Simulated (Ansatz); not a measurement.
The parent structure is GaN in the wurtzite structure (space group P6_3mc, No. 186).

```yaml
crystal:
  lattice:
    - [3.15179, 0.00000, 0.00000]
    - [-1.57589, 2.72953, 0.00000]
    - [0.00000, 0.00000, 5.13834]
  atoms:
    - { symbol: Ga, position: [0.33333, 0.66667, 0.00030] }
    - { symbol: Ga, position: [0.66667, 0.33333, 0.50030] }
    - { symbol: N, position: [0.33333, 0.66667, 0.37670] }
    - { symbol: N, position: [0.66667, 0.33333, 0.87670] }
```

Level of theory: LDA in Ansatz (plane waves to 420 eV, PAW, no spin-orbit coupling).

Strains are applied to the cell and any free atomic positions relax.

One change was made to it. Results:

The pressure (mean of the normal stresses, compression positive) goes from zero to -96.4 kbar; the energy goes up by 19 meV/atom.

Q: Which of these changes matches the shifts?
A) isotropic strain +3.00 %
B) isotropic strain +0.60 %
C) isotropic strain +2.40 %
D) isotropic strain +1.80 %
E) isotropic strain +1.20 %

A: D, isotropic strain +1.80 %. For comparison, the energy relative to the base in the other runs: isotropic strain +2.40 % gives +33 meV/atom; isotropic strain +0.60 % gives +2.2 meV/atom; isotropic strain +1.20 % gives +8.7 meV/atom; isotropic strain +3.00 % gives +51 meV/atom.

Whether these cells are dynamically stable was not tested.

Ansatz is an electronic-structure program.
